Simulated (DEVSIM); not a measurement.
System: abrupt GaP p-n junction, at 300 K.

| layer (left to right) | material | thickness (μm) | Nd (cm⁻³) | Na (cm⁻³) | τn (s) | τp (s) |
|---|---|---|---|---|---|---|
| 1 | GaP | 54.0 | - | 3.6e15 | 1e-6 | 1e-6 |
| 2 | GaP | 4.50 | 1.7e16 | - | 1e-6 | 1e-6 |

Left contact: ohmic. Right contact: ohmic. Voltage is applied to the left contact. Recombination: SRH at mid-gap, radiative, Auger. Mobility is μmin + (μ − μmin)/(1 + (N/Nref)^α).

The device is made up for the run: typed textbook-type constants, with dimensions and the other settings drawn at random. Values at 300 K; Nc and Nv go as T^1.5, mobilities as T to minus their exponent, the gap by Varshni's rule with the affinity fixed.

| parameter | GaP |
|---|---|
| gap (eV) | 2.26 |
| affinity (eV) | 3.8 |
| permittivity | 11.1 |
| Nc (cm⁻³) | 1.8e19 |
| Nv (cm⁻³) | 1.9e19 |
| μn (cm²/Vs) | 250 |
| μp (cm²/Vs) | 150 |
| μn,min | 10 |
| μp,min | 10 |
| Nref,n | 4.4e18 |
| Nref,p | 1e18 |
| αn | 0.8 |
| αp | 0.85 |
| T exponent of μn | 1.6 |
| T exponent of μp | 1.98 |
| B (cm³/s) | 1e-13 |
| Cn (cm⁶/s) | 1e-30 |
| Cp (cm⁶/s) | 1e-30 |
| Varshni α (eV/K) | 0.00058 |
| Varshni β (K) | 372 |

Model (solved in DEVSIM): 1D drift-diffusion, Boltzmann statistics, complete ionisation; no tunnelling, impact ionisation, image-force lowering or self-heating.

Base results: dark forward voltage at 1 A/cm² (V) 1.833; potential step across the device at zero bias (V) 1.858; largest field in the device at zero bias (V/cm) 42000.

What follows from this one change: temperature 300 → 250 K?

dark forward voltage at 1 A/cm² 1.833 → 1.929 V; potential step across the device at zero bias 1.858 → 1.956 V; largest field in the device at zero bias little changed (43000 V/cm).

What follows from this one change: doping Nd of layer 2 1.7e+16 → 5.1e+15 cm^-3?

dark forward voltage at 1 A/cm² 1.833 → 1.825 V; potential step across the device at zero bias 1.858 → 1.827 V; largest field in the device at zero bias 42000 → 35000 V/cm.

What follows from this one change: doping Na of layer 1 3.6e+15 → 1.1e+14 cm^-3?

dark forward voltage at 1 A/cm² 1.833 → 1.910 V; potential step across the device at zero bias 1.858 → 1.768 V; largest field in the device at zero bias 42000 → 9800 V/cm.

What follows from this one change: thickness of layer 1 54 → 92 μm?

dark forward voltage at 1 A/cm² 1.833 → 1.871 V; potential step across the device at zero bias little changed (1.858 V); largest field in the device at zero bias little changed (42000 V/cm).
